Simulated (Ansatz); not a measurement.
Band gap of HgCdSe2 (R3m, No. 160, 4 atoms in the cell; start mp-1226733) at several levels of theory

No measured value is used here.

| level (code) | value (eV) |
|---|---|
| HSE06 (Ansatz) | 0.54 |
| PBE0 (Ansatz) | 1.06 |
| r²SCAN0 (Ansatz) | … |

Question: Fill in the missing entries.

Answer: 
- r²SCAN0 (Ansatz, a first-principles code), value (eV): 1.29

Computed values are for a static lattice. Spin–orbit coupling is included only where a level's name says +SOC; with heavier elements it mostly lowers gaps and can invert bands.  Values are at the PBEsol cell. Cutoffs differ between the levels. Ansatz's density-functional and Hartree–Fock values are scalar-relativistic unless marked +SOC, with PAW data made under PBE.

A start named mp-… is a Materials Project structure, which need not be a measured phase.
